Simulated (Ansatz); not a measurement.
Results of HSE06 (Ansatz, an electronic-structure program, PAW) for fluorite AuAl₂.

Settings: plane-wave cutoff 460 eV, 8×8×8 k mesh, Fermi–Dirac smearing 0.05 eV, scalar-relativistic PAW data made under PBE.

Computed points:

```
V (Å³/atom)  E − E_lowest (meV/atom)  P (GPa)
-----------  -----------------------  -------
17.213                         18.08     6.70
17.666                          4.31     3.12
18.171                          0.00    -0.30
18.572                          3.72    -2.63
19.025                         14.46    -4.92
```

### Question
Estimate the bulk modulus from the pressures at 17.666 and 18.572 Å³/atom, and compare it with a fit to all energies.

### Answer
B = −V dP/dV. Between V = 17.666 and 18.572 Å³/atom, dP/dV = (-2.63 − (3.12))/(18.572 − 17.666) = -6.35 GPa per Å³/atom; at the midpoint 18.119 Å³/atom this gives B ≈ 115 GPa. The third-order Birch–Murnaghan fit gives V0 = 18.124 Å³/atom, B0 = 114 GPa, B′ = 5.0, which lies within 1 % of that estimate.

Spin–orbit coupling is not included; it can shift volumes and moduli of such heavy elements.

Computed values are for the static lattice.

It cost very roughly 17 core-minutes of CPU time.
